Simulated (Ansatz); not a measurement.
Cr on the Al site (Cr_Al) in corundum (start: the Al site; 120-site cell, 2×2×2 Γ-centred sampling). Calculation: PBE, PAW (plane waves to 420 eV; Ansatz, a program for electronic structure). Total energies of the localised charge states, counted from that of charge +1, and their image corrections (point charge with alignment); the host's valence-band maximum lies at 7.358 eV on the cells' energy zero and its gap is 5.85 eV.

| charge | moment (μB) | E − E(first) (eV) | correction (eV) |
|---|---|---|---|
| +1 | 2.0 | 0.000 | 0.258 |
| 0 | 3.0 | 8.859 | 0.000 |
| −1 | 4.0 | 21.185 | 0.089 |

### Question
Derive the transition levels above the valence-band maximum and say which of them are thermodynamic.

### Answer
A level is the Fermi energy at which two charges have equal formation energy: ε(q/q′) = [E(q′) + corr(q′) − E(q) − corr(q)] / (q − q′) − E_VBM.
ε(+1/0) = [(8.859 + 0.000) − (0.000 + 0.258)] / 1 − 7.358 = 1.24 eV
ε(0/−1) = [(21.185 + 0.089) − (8.859 + 0.000)] / 1 − 7.358 = 5.06 eV
Thermodynamic levels at least 0.1 eV inside the gap: (+1/0) at 1.24 eV; (0/−1) at 5.06 eV. They hold to tenths of an eV in this cell. Only the charges listed were compared. Flagged in the runs: a host whose relaxation on this sampling wasn't shown to rest.
